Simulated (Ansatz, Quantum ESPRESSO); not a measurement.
# One structure in several programs: NiO (Fm-3m, 4 atoms in the cell)

Self-consistent single point.

```
NiO
1.0
    4.28157     2.14079     2.14079
    2.14079     4.28157     2.14079
    2.14079     2.14079     4.28157
Ni O
2 2
Direct
  0.00000   0.00000   0.00000
  0.50000   0.50000   0.50000
  0.25000   0.25000   0.25000
  0.75000   0.75000   0.75000
```
Moments meant for the start (each program seeds them in its own way; μB, in the order of the atoms Ni Ni O O): 2.0 -2.0 0.0 0.0.

Shared settings, as Ansatz (a program for electronic structure) writes them: kpoints.mp_grid.grid = 7 7 7; scf.occupations.method = fermi_dirac; scf.occupations.width = 0.05 eV. Potentials and cutoffs stand in the table.

| code | model | pressure (GPa) | cutoff |
|---|---|---|---|
| Ansatz | LDA (PW92), default PAW files made with PBE | -28.67 | default |
| Quantum ESPRESSO | LDA (PZ), PSlibrary PAW (LDA) pseudopotentials | -27.63 | 55 Ry |

On Ansatz's run: the magnetic order is the one reached from the typed start; others were not searched systematically.

The spread over the programs that give each value: pressure within 1.04 GPa.

Ansatz's pressure is given at a fixed set of plane waves, as the other plane-wave codes print theirs; with its correction for the finite basis it is -27.79 GPa (the shift of 0.88 GPa shows how far the cutoff is from converged). The same LDA comes in different parametrisations, which differ slightly.

The starting cell has typed, rounded lattice constants, without a prior relaxation at this level. Its lattice was rescaled by a random factor within 2.5 % of one.

Left out of this page: Elk (not drawn, or without a comparable value).

Keys are those of Ansatz 0.2.
